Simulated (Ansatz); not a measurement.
System: hexagonal WC. Method: r²SCAN-D4 (PAW; Ansatz, a quantum-chemistry and plane-wave program).

Numerical settings: plane-wave cutoff 560 eV, 24×24×20 k mesh (along the axes of the cell as run), Fermi–Dirac smearing 0.05 eV, no spin polarisation, scalar-relativistic PAW data made under PBE.

Computed at the level's own relaxed cell.

What does this level give for the c axis length, volume per atom, lattice constant a and bulk modulus?


- c axis length = 2.831 Å
- volume per atom = 10.36 Å³/atom
- lattice constant a = 2.907 Å
- bulk modulus = 407 GPa

The run finds no gap.

Measured, for comparison: lattice parameter c 2.837 Å, lattice constant a 2.906 Å (300 K, not corrected to a static lattice; as tabulated in Wikipedia's data pages); bulk modulus 384 ± 0.8 GPa (room temperature, not corrected to a static lattice, adiabatic, ultrasonic, our sources range from 377 to 412; as tabulated in Compression behavior of WC and WC-6%Co up to 50 GPa (OSTI 1006718)). Computed (rounded) less measured: lattice parameter c -0.2 %, lattice constant a 0.0 %, bulk modulus +6 % (inside the range of the sources held).

Note: the bulk modulus comes from volumes at which shape and atoms were relaxed.

Spin–orbit coupling is not included.

Static lattice: no zero-point or thermal effects.

Computing time: very roughly 8 core-minutes.
